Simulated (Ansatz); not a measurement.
## WSi2, response to strain

Take WSi$_{2}$ (space group I4/mmm, No. 139; a = 3.212 Å, c = 7.807 Å; relaxed with 0.1 eV smearing) as the base. Axes: x, y, z lie along a, b, c of the conventional cell.

Strains are applied to the cell and any free atomic positions relax; under biaxial strain the out-of-plane vector relaxes too.

Calculations: r2SCAN in Ansatz (plane waves to 500 eV, PAW, scalar-relativistic without spin-orbit coupling), earlier PAW set.

Notes on the quantities. pressure: mean of the normal stresses, compression positive.

| case | pressure | shortest interatomic distance |
|---|---|---|
| base | 0.0 GPa | 257.9 pm |
| biaxial strain +0.51 %, plane normal [001], relaxed out of plane | -1.8 GPa | … |
| biaxial strain +4.36 %, plane normal [001], relaxed out of plane | … | … |
| isotropic strain −5.62 % | 59.4 GPa | 245.0 pm |
| isotropic strain +1.31 % | … | 260.1 pm |
| isotropic strain +2.24 % | -13.4 GPa | 261.5 pm |
| uniaxial strain ε_xx = +2.78 % | -5.7 GPa | 257.2 pm |
| tensor shear ε_xy = −1.07 % | 0.1 GPa | 257.9 pm |

Q: Some entries are withheld; estimate them.

A: 
- biaxial strain +0.51 %, plane normal [001], relaxed out of plane, shortest interatomic distance: 257.3 pm
- biaxial strain +4.36 %, plane normal [001], relaxed out of plane, pressure: -12.9 GPa
- biaxial strain +4.36 %, plane normal [001], relaxed out of plane, shortest interatomic distance: 253.3 pm
- isotropic strain +1.31 %, pressure: -8.4 GPa

No phonon test of stability was made. The final runs are not spin-polarised.

Ansatz is a quantum-chemistry and plane-wave program.
